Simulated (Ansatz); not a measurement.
**BeTe (model structure, started from the h-BN type, P6₃/mmc, No. 194, 4 atoms in the cell): volume per atom by level of theory**

No measured value is used here.

| level (code) | value (Å³/atom) |
|---|---|
| PBE (Ansatz) | 30.82 |
| PBEsol (Ansatz) | 24.94 |
| PBE-D3(BJ) (Ansatz) | (withheld) |

Problem. What belongs in the gaps?

Solution. 
- PBE-D3(BJ) (Ansatz, a first-principles code), value (Å³/atom): 24.10

Ansatz's density-functional and Hartree–Fock values are scalar-relativistic unless marked +SOC, with PAW data made under PBE.

A model structure was made by putting elements into a prototype or built by hand; it is no filed structure, need not be a known phase, and can be a saddle point held by its symmetry.
